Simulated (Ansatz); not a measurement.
Ansatz (a first-principles code) run on HfPd2 (I4mm, 3 atoms in the cell): self-consistent single point.

Method of the run: PBEsol, harder PAW files (source: ansatz) made with PBE (plane waves; Ansatz).

```
HfPd2
1.0
   -1.69453     1.69453     4.34401
    1.69453    -1.69453     4.34401
    1.69453     1.69453    -4.34401
Hf Pd
1 2
Direct
  0.00575   0.00575   0.00000
  0.33903   0.33903   0.00000
  0.66097   0.66097   0.00000
```

Reference input (self-consistent single point, DFT, PBEsol, plane waves, default PAW files made with PBE): basis.ecutwfc = 420 eV; kpoints.mp_grid.grid = 10 10 10; hamiltonian.xc = pbesol; hamiltonian.pseudopotentials = {kind: paw} (the program's default PAW files); scf.occupations.method = fermi_dirac; scf.occupations.width = 0.1 eV. This run's input differs from it in these lines:

Ansatz 0.2 input:
```diff
@@ -16,3 +16,3 @@
   xc: pbesol
-  pseudopotentials: { kind: paw }
+  pseudopotentials: { kind: paw, source: ansatz }
 scf:
```

Log, with long lists cut:

```
SCF iter   1: F=—  HF=-29458.397224 eV  |F-HF|=—  |Δ(HF+E_count)|=         —  Δρ=5.36e-1  dr2=2.75e2  ethr=3.10e-3  ⟨swp⟩=4.3  Hψ=12125  notcnv=0
all-band conjugate gradients solve this SCF's bands
preconditioner: auto → Kerker (q_TF=auto, 2.829 Å⁻¹)
SCF iter   2: F=—  HF=-29437.726050 eV  |F-HF|=—  |Δ(HF+E_count)|=    2.07e1  Δρ=2.41e-1  dr2=5.83e1  ethr=3.10e-3  ⟨swp⟩=3.0  Hψ=9032  notcnv=0
   [... lines left out ...]
SCF iter   8: F=—  HF=-29431.303989 eV  |F-HF|=—  |Δ(HF+E_count)|=   1.41e-4  Δρ=2.16e-4  dr2=2.56e-5  ethr=1.13e-6  ⟨swp⟩=2.0  Hψ=6196  notcnv=0  defer=15
SCF iter   9: F=—  HF=-29431.303976 eV  |F-HF|=—  |Δ(HF+E_count)|=   1.36e-5  Δρ=4.94e-5  dr2=1.42e-6  ethr=4.12e-8  ⟨swp⟩=2.0  Hψ=6623  notcnv=0  defer=15
SCF iter  10: F=—  HF=-29431.303975 eV  |F-HF|=—  |Δ(HF+E_count)|=   2.87e-7  Δρ=1.39e-5  dr2=1.03e-7  ethr=2.29e-9  ⟨swp⟩=2.2  Hψ=6655  notcnv=0  defer=15
SCF iter  11: F=-29431.303975 eV  HF=-29431.303975 eV  |F-HF|=5.98e-9  |Δ(HF+E_count)|=   1.58e-8  Δρ=3.48e-6  dr2=8.32e-9  ethr=1.61e-10  ⟨swp⟩=6.0  Hψ=14137  notcnv=0
SCF 1 converged in 11 iterations: F = -29431.303975 eV  dr2 = 8.32e-9
Free energy (F): -29431.303975 eV
Internal energy: -29431.248987 eV  (E = F + TS)
E sigma→0 (E₀):  -29431.276481 eV
Entropy (-TS):   -0.054988 eV (-18.329 meV/atom)
Fermi energy:    19.679768 eV
--- Forces (eV/Å), atoms counted from 1 ---
  atom   1  Hf     0.00000000     0.00000000    -0.37852812
  atom   2  Pd     0.00000000     0.00000000     0.11902502
  atom   3  Pd    -0.00000000     0.00000000     0.25960750
--- Stress (GPa, compression-positive) ---
       -1.217926      -0.000000       0.000000
       -0.000000      -1.217926      -0.000000
        0.000000      -0.000000      -1.723576
  P = ⅓ Tr σ = -1.3865 GPa (-13.865 kbar)
  The stress holds the Pulay correction. Without it, at fixed plane waves, as pw.x and ABINIT print it: P = -22.4650 GPa
```

The run converged in 11 iterations. Against the reference run the pressure goes from -1.24 to -1.39 GPa and the largest force hardly changes (0.378 to 0.379 eV/Å).

The starting cell comes from a database of computed structures (which also holds hypothetical and non-ambient phases and stackings), without a prior relaxation at this level. Its lattice was rescaled by up to half a per cent. One atom was moved a little off its site on purpose. Spin polarisation is off. Ansatz's pressure includes its estimate of the finite-basis (Pulay) stress. Without the estimate this run gives -22.46 GPa. The cutoff lies below the one recommended for these files.
